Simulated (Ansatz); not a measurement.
Functionals compared on SiH3 on the 1x1 (111) surface of fcc Ag, one in a 2x2 cell, started at the site 'hollow Ag-Ag-Ag over Ag at depth 4.7 Å', in Ansatz (plane waves, PAW). The structure was relaxed with PBE; the other rows are single points on it, each with its references at the same level. Cutoff 420 eV (500 eV for r2SCAN).

Model: 20-atom slab, 7.1 Å thick at the start under the adsorbate (thin: gaps and levels are the slab's own), 6x6x1 mesh, Fermi-Dirac 0.1 eV, dipole correction, 8 atoms held, the rest relaxed; start symmetry kept, larger cells not searched; spin-polarised, no spin-orbit, no U, no dispersion correction. The starting moment vanished. At the end it is bonded to 3 Ag. In PBE it is, or lies within 0.03 eV of, the lowest of the starts that converged. These notes are the PBE run's. r2SCAN: The program's check for a lower electronic state was not made. Adsorption energies are against SiH4(g) − ½ H2(g). A negative adsorption energy means that the adsorbate is more stable on the surface than in its reference.

| functional | adsorption energy (eV) | work function of the top face (eV) | change of the work function (eV) | magnetic moment of the cell (μB) | rough cost of the single point |
|---|---|---|---|---|---|
| PBE | 0.10 | 4.66 | 0.22 | 0.00 | – |
| RPBE | ? | ? | ? | 0.00 | about 4 core-minutes (a rough figure) |
| r2SCAN | -0.02 | 4.67 | 0.26 | 0.00 | around 8 core-minutes (rough) |

Q: Fill in the missing entries.

A: 
- RPBE, adsorption energy (eV): 0.37
- RPBE, work function of the top face (eV): 4.57
- RPBE, change of the work function (eV): 0.33

Ansatz is an electronic-structure program.
